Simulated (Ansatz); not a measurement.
Take TiB₂ (space group P6/mmm, No. 191; a = 3.017 Å, c = 3.185 Å) as the base. Axes: x lies along a and z along c of the hexagonal cell.

Structures relaxed with Ansatz (a program for electronic structure) PBEsol, without spin-orbit coupling, earlier PAW set.

Base:

Simulated powder pattern, Cu Kα1, λ = 1.54056 Å (kinematic, ideal powder, no thermal factors, no anomalous dispersion; the 10 strongest lines at most, above 2 %, up to 2θ = 90°):

| 2θ (°) | I/Imax (%) | hkl |
|---|---|---|
| 27.99 | 20 | (001) |
| 34.29 | 58 | (100) |
| 44.83 | 100 | (101) |
| 57.85 | 9.1 | (002) |
| 61.40 | 22 | (110) |
| 68.80 | 8.7 | (111) |
| 69.01 | 13 | (102) |
| 72.25 | 5.5 | (200) |
| 79.17 | 15 | (201) |
| 89.39 | 15 | (112) |

Now apply this change: the symmetric strain tensor [0.0022 0.0068 -0.0115; 0.0068 0.0073 -0.0033; -0.0115 -0.0033 0.0017], atoms relaxed at fixed cell.

After the change:

Simulated powder pattern, Cu Kα1, λ = 1.54056 Å (kinematic, ideal powder, no thermal factors, no anomalous dispersion; the 10 strongest lines at most, above 2 %, up to 2θ = 90°):

```json
[
 {"2θ (°)": "27.95", "I/Imax (%)": "99", "hkl": "(001)"},
 {"2θ (°)": "33.97", "I/Imax (%)": "100", "hkl": "(100)"},
 {"2θ (°)": "34.04", "I/Imax (%)": "99", "hkl": "(010)"},
 {"2θ (°)": "34.38", "I/Imax (%)": "96", "hkl": "(1 -1 0)"},
 {"2θ (°)": "44.01", "I/Imax (%)": "89", "hkl": "(1 0 -1)"},
 {"2θ (°)": "44.45", "I/Imax (%)": "86", "hkl": "(0 1 -1)"},
 {"2θ (°)": "44.48", "I/Imax (%)": "86", "hkl": "(-1 1 1)"},
 {"2θ (°)": "44.74", "I/Imax (%)": "85", "hkl": "(011)"},
 {"2θ (°)": "45.08", "I/Imax (%)": "83", "hkl": "(101)"},
 {"2θ (°)": "45.26", "I/Imax (%)": "82", "hkl": "(1 -1 1)"}
]
```

The indices refer to the base's conventional cell; one index is shown for lines that coincide. The space group is now P-1 (No. 2).

Whether these cells are dynamically stable was not tested. The final runs are not spin-polarised.
